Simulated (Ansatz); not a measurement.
The starting structures come from a database of crystals and need not be the phases stable at ambient conditions.

Inside the gap of an insulator the Bloch states are evanescent, with a wavenumber k + iκ along the transport direction.

Consider the following.

```yaml
crystal:
  lattice:
    - [7.45838, 0.00000, 0.00000]
    - [3.72919, 7.48202, 0.00000]
    - [0.00000, 4.67036, 1.61648]
  atoms:
    - { symbol: Na, position: [0.25000, 0.00000, 0.50000] }
    - { symbol: Na, position: [0.75000, 0.00000, 0.50000] }
    - { symbol: H, position: [0.22018, 0.55964, 0.88072] }
    - { symbol: H, position: [0.77982, 0.44036, 0.11928] }
    - { symbol: H, position: [0.77982, 0.00000, 0.00000] }
    - { symbol: H, position: [0.22018, 0.00000, 0.00000] }
    - { symbol: Pd, position: [0.00000, 0.00000, 0.00000] }
```

Space group of this cell: I4/mmm. The cell is taken as given.

Transport runs along the normal of the first two printed cell vectors, the (111) plane of the conventional cell.

The gap is the functional's own. No spin-orbit coupling. Mid-gap values are interpolated on the energy grid.

Question: State the band gap and the smallest decay constant κ at mid-gap according to r2SCAN (Ansatz, a program for electronic structure).

Answer: Gap 2.53 eV on a 18×18×18 mesh; κ = 0.324 1/Å, at the zone centre.
